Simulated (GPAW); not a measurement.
Worked example: self-consistent single point of PtAu (R-3m, 2 atoms in the cell) in GPAW.

Method: PBEsol, GPAW PAW datasets PBEsol (made by gpaw-setup) (plane waves; GPAW).

```yaml
crystal:
  lattice:
    - [1.40965, 0.81386, 4.75341]
    - [-1.40965, 0.81386, 4.75341]
    - [0.00000, -1.62772, 4.75341]
  atoms:
    - { symbol: Pt, position: [0.50000, 0.50000, 0.50000] }
    - { symbol: Au, position: [0.00000, 0.00000, 0.00000] }
```

Reference input (self-consistent single point, DFT LDA (Perdew-Wang 92), plane waves, GPAW PAW datasets LDA (gpaw-data 1.0.1)): mode = pw; ecut = 550 eV; xc = LDA; kpts = 11 11 11; mesh shift (steps) = 0 0 0; occupations.name = fermi-dirac; occupations.width = 0.05 eV; nbands = -10; convergence.forces = 0.001 eV/Å; symmetry.symmorphic = false; symmetry.tolerance = 0.0005; maxiter = 150. This run's input differs from it in these lines:

```diff
@@ -13,3 +13,3 @@
 calc = GPAW(mode=PW(550),
-            xc='LDA',
+            xc='PBEsol',
             kpts=(11, 11, 11),
```

Its files differ too (potentials: GPAW PAW datasets PBEsol (made by gpaw-setup)).

The program printed (abridged):

```
     iter     time        total  log10-change:
                         energy   eigst   dens  force
iter:   1 --:--:--   -11.847815
iter:   2 --:--:--   -11.685217   -1.73  -1.37
iter:   3 --:--:--   -11.147969   -1.61  -1.40
iter:   4 --:--:--   -11.073277   -3.34  -2.10
iter:   5 --:--:--   -11.050428   -3.13  -2.07
iter:   6 --:--:--   -11.140544   -2.78  -2.22
iter:   7 --:--:--   -11.049896   -2.46  -2.11
iter:   8 --:--:--   -11.046417   -4.35  -2.62
iter:   9 --:--:--   -11.041896c  -4.18  -2.66
iter:  10 --:--:--   -11.041890c  -5.13  -3.09
iter:  11 --:--:--   -11.041874c  -6.36  -3.35
iter:  12 --:--:--   -11.041824c  -5.99  -3.33
iter:  13 --:--:--   -11.041834c  -6.77  -3.42
iter:  14 --:--:--   -11.041851c  -6.65  -3.48
iter:  15 --:--:--   -11.041800c  -5.95  -3.55
iter:  16 --:--:--   -11.041799c  -7.42c -4.14c
iter:  17 --:--:--   -11.041800c  -7.68c -4.16c -23.45c
Converged after 17 iterations.

Dipole moment: (0.000000, 0.000000, 0.000000) |e|*Ang

Energy contributions relative to reference atoms: (reference = -1016691.246724)

Kinetic:        -21.456522
Potential:      +17.614622
External:        +0.000000
XC:              -6.796741
Entropy (-ST):   -0.013215
Local:           -0.396552
SIC:             +0.000000
--------------------------
Free energy:    -11.048407
Extrapolated:   -11.041800

Showing only first 2 kpts
 Kpt  Band  Eigenvalues  Occupancy
  0    11      8.07376    2.00000
  0    12      9.49935    1.99998
  0    13      9.80646    1.99004
  0    14      9.80647    1.99004

  1    11      8.05361    2.00000
  1    12      8.38896    2.00000
  1    13      9.65754    1.99949
  1    14     12.54367    0.00000

Fermi level: 10.07133

No gap
No difference between direct/indirect transitions
Energy (eV): -11.0418

Forces in eV/Ang:
  0 Pt    0.00000    0.00000    0.00000
  1 Au   -0.00000   -0.00000    0.00000

Stress tensor:
     0.016515    -0.000000    -0.000000
    -0.000000     0.016515     0.000000
    -0.000000     0.000000     0.034225
Stress (GPa, Voigt): [ 2.646   2.646   5.4835  0.     -0.     -0.    ]
```

The run converged in 17 iterations. GPAW prints stress with tension positive. Against the reference run the pressure goes from -8.36 to -3.59 GPa.

The starting cell comes from a database of computed structures (which also holds hypothetical and non-ambient phases and stackings), without a prior relaxation at this level. Spin polarisation is off. With a pressure of about -4 GPa the cell is away from its equilibrium volume at this level.

Cost on one core of a shared machine: roughly 2 min.
